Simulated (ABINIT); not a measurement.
## Sensitivity of a calculation on LaAl2Ag3 (P6/mmm, 6 atoms in the cell) to its settings

```xyz
6
Lattice="5.8082 0.0000 0.0000 -2.9041 5.0301 0.0000 0.0000 0.0000 4.2653" Properties=species:S:1:pos:R:3 pbc="T T T"
La     0.0000     0.0000     0.0000
Al     2.9041     1.6767     0.0000
Al     0.0000     3.3534     0.0000
Ag    -1.4521     2.5150     2.1326
Ag     2.9041     0.0000     2.1326
Ag     1.4521     2.5150     2.1326
```

Base run A: PBEsol, PAW (JTH v2.0 PBE PAW, files made for PBE) in ABINIT 10.0.3, self-consistent single point.

Its settings: pseudos = [La.GGA_PBE-JTH.xml, Al.GGA_PBE-JTH.xml, Ag.GGA_PBE-JTH.xml]; ecut = 26 Ha; pawecutdg = 52 Ha; pawxcdev = 0; ixc = -116133; occopt = 7; tsmear = 0.2 eV; ngkpt = 4 4 4; nshiftk = 1; shiftk = 0 0 0; potentials = JTH v2.0 PBE PAW; nband = 33; kptopt = 1; nstep = 60; tolvrs = 1e-12.

The starting cell comes from a database of computed structures (which also holds hypothetical and non-ambient phases and stackings), without a prior relaxation at this level. The potentials were made for another functional than the one used. In the base run, with a pressure of about -4 GPa the cell is away from its equilibrium volume at this level. Without a gap this mesh is coarse (it stands for a supercell whose shortest vector is 17 Å).

ΔF is the free energy per atom less that of run A. A dash stands where there is no value to compare (another energy zero or no entropy term, no result, no spin, no clean gap, or a mesh too coarse for one). Total energies depend on the potentials, the functional and any Hubbard or dispersion term, so they are compared only between runs that share all of them.

Runs:
- B: nband: 33 → 57
- C: tolvrs: 1e-12 → default; toldfe: default → 0.0037 Ha
- D: tsmear: 0.2 eV → 0.5 eV
- E: ngkpt: 4 4 4 → 2 2 2
- F: ngkpt: 4 4 4 → 5 5 5; shiftk: 0 0 0 → 0.5 0.5 0.5
- G: tsmear: 0.2 eV → 0.03 eV; ngkpt: 4 4 4 → 5 5 5
- H: pseudos: [La.GGA_PBE-JTH.xml, Al.GGA_PBE-JTH.xml, Ag.GGA_PBE-JTH.xml] → [La.LDA_PW-JTH.xml, Al.LDA_PW-JTH.xml, Ag.LDA_PW-JTH.xml]; ixc: -116133 → 1; potentials: JTH v2.0 PBE PAW → JTH v2.0 LDA PAW [LDA (Teter Pade)]
- I: tolvrs: 1e-12 → default; toldfe: default → 1e-10 Ha
- J: nline: default → 12
- K: ecutsm: default → 0.5 Ha

| run | ΔF (meV/atom) | pressure (GPa) | k-points |
|---|---|---|---|
| A | 0.00 | -4.33 | 12 |
| B | 0.00 | -4.33 | 12 |
| C | 0.00 | -2.82 | 12 |
| D | -33.9 | -4.05 | 12 |
| E | 7.7 | -4.90 | 4 |
| F | -6.8 | -4.10 | 27 |
| G | 9.5 | -3.99 | 15 |
| H | – | -7.01 | 12 |
| I | 0.00 | -4.33 | 12 |
| J | 0.00 | -4.33 | 12 |
| K | 0.05 | -4.31 | 12 |

Run E against A: The free energy goes up by 7.7 meV/atom and the pressure goes from -4.33 to -4.90 GPa.

Run C against A: The free energy stays essentially unchanged (within 1 meV/atom) and the pressure goes from -4.33 to -2.82 GPa.
